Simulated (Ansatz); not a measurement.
The starting structures come from a database of crystals and need not be the phases stable at ambient conditions.

By PBEsol, the system below comes out a metal.

Data:

```
AlCr2C
1.0
    2.82510     0.00000     0.00000
   -1.41255     2.44661     0.00000
    0.00000     0.00000    12.60137
Al Cr C
2 4 2
Direct
  0.66667   0.33333   0.25000
  0.33333   0.66667   0.75000
  0.33333   0.66667   0.41494
  0.66667   0.33333   0.58506
  0.66667   0.33333   0.91494
  0.33333   0.66667   0.08506
  0.00000   0.00000   0.50000
  0.00000   0.00000   0.00000
```

Space group of this cell: P6_3/mmc. The cell is taken as given; by PBEsol its mean pressure is -3.0 GPa.

The current runs along the normal of the first two printed vectors, the (001) plane. All runs by Ansatz (a quantum-chemistry and plane-wave program), plane waves and PAW, without spin-orbit coupling; the base is PBEsol.

```json
[
 {"run": "base", "mean pressure (GPa)": "-3.0", "G/A, both spins (10¹⁵ S/m²)": "0.42"},
 {"run": "all lengths scaled by 0.98", "mean pressure (GPa)": "12.9", "G/A, both spins (10¹⁵ S/m²)": "0.43"},
 {"run": "all lengths scaled by 1.02", "mean pressure (GPa)": "-15.0", "G/A, both spins (10¹⁵ S/m²)": "0.39"},
 {"run": "lengths across the current scaled by 0.98, ions clamped", "mean pressure (GPa)": "7.0", "G/A, both spins (10¹⁵ S/m²)": "___"},
 {"run": "lengths across the current scaled by 1.02, ions clamped", "mean pressure (GPa)": "-11.2", "G/A, both spins (10¹⁵ S/m²)": "___"},
 {"run": "lengths along the current scaled by 0.97, ions clamped", "mean pressure (GPa)": "4.9", "G/A, both spins (10¹⁵ S/m²)": "0.36"},
 {"run": "lengths along the current scaled by 1.03, ions clamped", "mean pressure (GPa)": "-9.5", "G/A, both spins (10¹⁵ S/m²)": "___"}
]
```

Task: Some entries are withheld; supply them.

Result: 
- lengths across the current scaled by 0.98, ions clamped, G/A, both spins (10¹⁵ S/m²): 0.46
- lengths across the current scaled by 1.02, ions clamped, G/A, both spins (10¹⁵ S/m²): 0.35
- lengths along the current scaled by 1.03, ions clamped, G/A, both spins (10¹⁵ S/m²): 0.47
